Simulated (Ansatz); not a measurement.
MgO under load (space group Fm-3m), r2SCAN, rigid bands (Ansatz, a program for electronic structure). Condition of this run: hydrostatic pressure of -3 GPa (compression positive) (the target of the relaxation). Band gap 5.42 eV, N_c = 5.56e18 cm⁻³ and N_v = 3.00e20 cm⁻³ at 300 K, conductivity masses of 0.366 mₑ (electrons) and 2.32 mₑ (holes). Take k_BT = 0.02585 eV.

### Question
Find the intrinsic carrier density and the intrinsic Fermi level.

### Answer
n_i = √(N_c N_v) exp(−E_g/2k_BT) = 4.08e19 × exp(−104.83) = 1.2e-26 cm⁻³. The level lies (k_BT/2) ln(N_v/N_c) = 52 meV from mid-gap (positive towards the conduction band). Each 0.1 eV added to the gap lowers n_i by a factor of 6.9.

### Question
A film of it is 8 nm thick. Estimate the confinement energies in an infinite well.

### Answer
ħ²π²/(2m t²) = 0.376 eV·nm²/(m/mₑ × t²) gives 16.1 meV for electrons and 2.53 meV for holes, so the gap would widen to about 5.44 eV. Finite barriers and nonparabolic bands lower this, and with several valleys or bands the heaviest mass along the normal sets the lowest level, not this average.

### Question
What thermal injection velocity √(2k_BT/πm) limits a ballistic channel?

### Answer
8.89e6 cm/s for electrons and 3.53e6 cm/s for holes, a ratio of √(m_h/m_e) = 2.52, for dilute carriers.

Rigid bands with the computed gap; masses take one relaxation time for all states. Spin-orbit coupling is left out. Geometry: cell and atoms relaxed with PBEsol.
